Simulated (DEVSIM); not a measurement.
Device: illuminated Si p-on-n cell, one wavelength, at 250 K.

| layer (left to right) | material | thickness (μm) | Nd (cm⁻³) | Na (cm⁻³) | τn (s) | τp (s) | absorption coefficient (cm⁻¹) |
|---|---|---|---|---|---|---|---|
| 1 | Si | 0.0560 | - | 9.9e18 | 1.1e-8 | 3.7e-8 | 190 |
| 2 | Si | 68.0 | 2.3e16 | - | 1.1e-7 | 1.1e-7 | 190 |

Left contact: ohmic, minority electron recombination velocity 30000 cm/s. Right contact: ohmic, minority hole recombination velocity 20 cm/s. Voltage is applied to the left contact. Recombination: SRH at mid-gap, radiative, Auger. Light enters at the left, 7.2e16 photons cm⁻² s⁻¹, one pass, no reflection. Mobility is constant in doping.

This is a model device: material constants are rounded textbook-type values typed into the input, and sizes, dopings and lifetimes were drawn at random. Values at 300 K; Nc and Nv go as T^1.5, mobilities as T to minus their exponent, the gap by Varshni's rule with the affinity fixed.

```
parameter               Si
----------------  --------
gap (eV)             1.124
affinity (eV)         4.05
permittivity          11.7
Nc (cm⁻³)          2.86e19
Nv (cm⁻³)           3.1e19
μn (cm²/Vs)           1417
μp (cm²/Vs)            470
T exponent of μn       2.3
T exponent of μp       2.2
B (cm³/s)          4.7e-15
Cn (cm⁶/s)         2.8e-31
Cp (cm⁶/s)         9.9e-32
Varshni α (eV/K)  0.000473
Varshni β (K)          636
```

Simulated with DEVSIM: 1D drift-diffusion, Boltzmann statistics, complete ionisation; no tunnelling, impact ionisation, image-force lowering or self-heating.

The photon flux was swept, all else fixed.

| photon flux (cm^-2 s^-1) | fill factor | short-circuit current (mA/cm²) | largest power (mW/cm²) | open-circuit voltage (V) |
|---|---|---|---|---|
| 2.2e15 | 0.78 | 0.0709 | 0.0298 | 0.537 |
| 7.2e15 | 0.80 | 0.232 | 0.106 | 0.568 |
| 2.2e16 | 0.82 | 0.709 | 0.347 | 0.596 |
| 7.2e16 | 0.83 | 2.32 | 1.21 | 0.624 |
| 2.2e17 | 0.84 | 7.10 | 3.89 | 0.649 |
| 7.2e17 | 0.85 | 23.2 | 13.3 | 0.675 |
| 2.2e18 | 0.85 | 71.0 | 42.5 | 0.700 |

From the first row to the last the fill factor goes from 0.78 to 0.85. From the first row to the last the short-circuit current goes from 0.0709 to 71.0.
